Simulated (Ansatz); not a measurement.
# Amorphous silicon oxynitride (Si₂₄O₄₅N₂)

It comes from a melt-quench run on a machine-learned potential (CHGNet), relaxed afterwards by DFT. O and N atoms were pushed apart under 1.9 Å during the dynamics, to hinder bonds among them. The hot cell started wider than the set density and was brought back towards it in steps. It is the lowest in DFT energy of 2 quenches. It is a model cell: composition and starting density were chosen by hand, and all elements were melted together. No dispersion term was used.

Methods: PBE, scalar-relativistic without spin-orbit coupling (Ansatz, a program for electronic structure); r2SCAN, scalar-relativistic without spin-orbit coupling (Ansatz); HSE06, scalar-relativistic without spin-orbit coupling (Ansatz). Geometry, pressure, stress and energy are those of the PBE run. Its sampling: a 2×2×2 Γ-centred mesh; Fermi-Dirac width 0.02 eV; no spin polarisation. Other functionals are single points at the zone centre (r2SCAN at 500 eV; exact exchange cut at the cell's faces), free to take moments where seeds were set. At PBE the levels at the filled edge of the gap are localised (band-tail or defect states), and the nearest spread-out levels lie 4.0 eV apart at the zone centre.

```json
{
 "number_of_atoms_in_the_cell": "71",
 "Density (held, not predicted)": "2.20 g/cm^3",
 "volume_per_atom": "15.10 Å^3",
 "Pressure on a 2×2×2 Γ-centred mesh": "-1.28 GPa",
 "Largest force and stress component on that mesh (the relaxation ran on the zone centre alone)": "0.03 eV/Å and 2.3 GPa",
 "Level gap on a 2×2×2 Γ-centred mesh (PBE)": "3.49 eV",
 "Level gap at the zone centre (PBE)": "3.49 eV",
 "Level gap at the zone centre (r2SCAN)": "4.18 eV",
 "Level gap at the zone centre (HSE06)": "5.26 eV"
}
```

Neighbours within Si-Si 2.60 Å, Si-O 2.04 Å, Si-N 2.18 Å, O-O 1.58 Å, O-N 1.64 Å, N-N 1.70 Å count as bonded. Two cations that share two anions don't count as bonded, nor two that share one unless they lie closer than Si-Si 2.38 Å.

```
Property                                                         Result
---------------------------------  ------------------------------------
Mean coordination of Si by anions            4.04 (23 with 4, 1 with 5)
Mean coordination of O                       2.02 (44 with 2, 1 with 3)
Mean coordination of N                                  3.00 (2 with 3)
Mean Si-O bond                     1.651 Å (spread 0.050 Å, 91 counted)
Mean Si-N bond                      1.759 Å (spread 0.035 Å, 6 counted)
```

Its density started from a set value of 2.20 g/cm³. The simulated quench (nominally 320 K/ps over its main leg) is rapid and tends to freeze in more defects than a deposited or slowly cooled glass has. Values belong to this one cell and scatter from quench to quench. The volume was held where the preparation left it, at a PBE pressure of -1.3 GPa (tension). Stress components on the final sampling reach 2.3 GPa.
